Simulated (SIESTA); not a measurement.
A working SIESTA input for Sn2P3O10 (C2/c, 30 atoms in the cell) (DFT, GGA PBEsol, numerical atomic orbitals DZP, PseudoDojo PBEsol standard norm-conserving potentials (rewritten from UPF to PSML)):

```
# files in the folder: Sn.psml P.psml O.psml (PseudoDojo PBEsol standard)
SystemName  Sn2P3O10
SystemLabel Sn2P3O10

NumberOfAtoms                30
NumberOfSpecies              3
%block ChemicalSpeciesLabel
  1 50 Sn
  2 15 P
  3 8 O
%endblock ChemicalSpeciesLabel
LatticeConstant              1.0 Ang
%block LatticeVectors
     5.586661000   -5.252178000    0.000000000
     5.586661000    5.252178000    0.000000000
    -5.046340000    0.000000000    8.797053000
%endblock LatticeVectors
AtomicCoordinatesFormat      Fractional
%block AtomicCoordinatesAndAtomicSpecies
     0.353960000    0.321420000    0.906500000  1
     0.646040000    0.678580000    0.093500000  1
     0.678580000    0.646040000    0.593500000  1
     0.321420000    0.353960000    0.406500000  1
     0.093290000    0.574370000    0.834010000  2
     0.906710000    0.425630000    0.165990000  2
     0.425630000    0.906710000    0.665990000  2
     0.574370000    0.093290000    0.334010000  2
     0.096230000    0.903770000    0.750000000  2
     0.903770000    0.096230000    0.250000000  2
     0.145170000    0.108130000    0.850750000  3
     0.854830000    0.891870000    0.149250000  3
     0.891870000    0.854830000    0.649250000  3
     0.108130000    0.145170000    0.350750000  3
     0.162790000    0.785630000    0.857260000  3
     0.837210000    0.214370000    0.142740000  3
     0.214370000    0.837210000    0.642740000  3
     0.785630000    0.162790000    0.357260000  3
     0.192280000    0.432420000    0.735500000  3
     0.807720000    0.567580000    0.264500000  3
     0.567580000    0.807720000    0.764500000  3
     0.432420000    0.192280000    0.235500000  3
     0.119350000    0.442310000    0.238830000  3
     0.880650000    0.557690000    0.761170000  3
     0.557690000    0.880650000    0.261170000  3
     0.442310000    0.119350000    0.738830000  3
     0.175140000    0.559800000    0.989400000  3
     0.824860000    0.440200000    0.010600000  3
     0.440200000    0.824860000    0.510600000  3
     0.559800000    0.175140000    0.489400000  3
%endblock AtomicCoordinatesAndAtomicSpecies

XC.functional                GGA
XC.authors                   PBEsol
PAO.BasisSize                DZP
PAO.EnergyShift              0.01 Ry
MeshCutoff                   300 Ry
%block kgrid.MonkhorstPack
    3   0   0  0.0
    0   3   0  0.0
    0   0   3  0.0
%endblock kgrid.MonkhorstPack
OccupationFunction           FD
ElectronicTemperature        0.05 eV

MaxSCFIterations             150
SCF.Mixer.Method             Broyden
SCF.Mixer.Weight             0.2
SCF.Mixer.History            8
SCF.DM.Tolerance             1.0E-04
Diag.ParallelOverK           true
WriteForces                  true
```

The run converged in 14 iterations: free energy E − TS -18656.6355 eV; Fermi level (on the code's own zero) -5.67 eV; pressure 1.11 GPa; largest force (vector length) 1.004 eV/Å. Each of these slips is then made, one at a time:

(1)
```diff
-SystemName  Sn2P3O10
+SystemName  Sn4P6O21
-NumberOfAtoms                30
+NumberOfAtoms                31
+     0.214370000    0.837210000    0.642740000  3
```

(2)
```diff
-MaxSCFIterations             150
+MaxSCFIterations             2
```

Question: What happens in each case?

Answer: 
(1) One atom entered twice. The program stopped with an error.

(2) An iteration limit that is too low. The run ended unconverged after 2 iterations.

The starting cell comes from a database of computed structures (which also holds hypothetical and non-ambient phases and stackings), without a prior relaxation at this level. Its lattice was rescaled by a random factor within 2.5 % of one. Values carry the incompleteness of an atom-centred basis. In the base run, forces exceed 1 eV/Å. The run gives no clean gap (levels at the Fermi energy touch, overlap or are partly filled at this smearing), which alone does not show that the compound is a metal.

Left out of this page: 1 run of the series stopped by limits of time or memory; 2 runs of the series outside the window shown, repeating another row's setting, or not comparable.
